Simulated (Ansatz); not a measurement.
## Evanescent states of ZnS (P6_3mc, 12 atoms a cell, 19.5 Å³ an atom) along the normal of (001)

Method: r2SCAN (plane waves, PAW; Ansatz, an electronic-structure program).

No gap correction and no spin-orbit coupling; mid-gap is the computed energy nearest the middle.

Energies count from the valence-band top; κ is the least over a 12×12 mesh across the current.

| E (eV) | κ (1/Å) | where |
|---|---|---|
| 0.07 | 0.063 | Γ |
| 0.21 | 0.096 | Γ |
| 0.35 | 0.118 | Γ |
| 0.49 | 0.134 | Γ |
| 0.63 | 0.146 | Γ |
| 0.77 | 0.156 | Γ |
| 0.91 | 0.164 | Γ |
| 1.05 | 0.169 | Γ |
| 1.19 | 0.172 | Γ |
| 1.33 | 0.174 | Γ |
| 1.47 | 0.174 | Γ |
| 1.61 | 0.172 | Γ |
| 1.75 | 0.169 | Γ |
| 1.89 | 0.163 | Γ |
| 2.03 | 0.155 | Γ |
| 2.17 | 0.144 | Γ |
| 2.31 | 0.130 | Γ |
| 2.45 | 0.110 | Γ |
| 2.59 | 0.081 | Γ |
| 2.73 | 0.014 | Γ |

Question: How thick must the barrier be to attenuate the transmission by 10^4 when the electrodes' Fermi level lies at 1.61 eV, and what attenuation does that film give at 1.75 eV?

Answer: d = 4 ln 10 / (2 × 0.172) = 26.8 Å. At 1.75 eV it gives 4 × 0.169/0.172 = 3.9 decades.
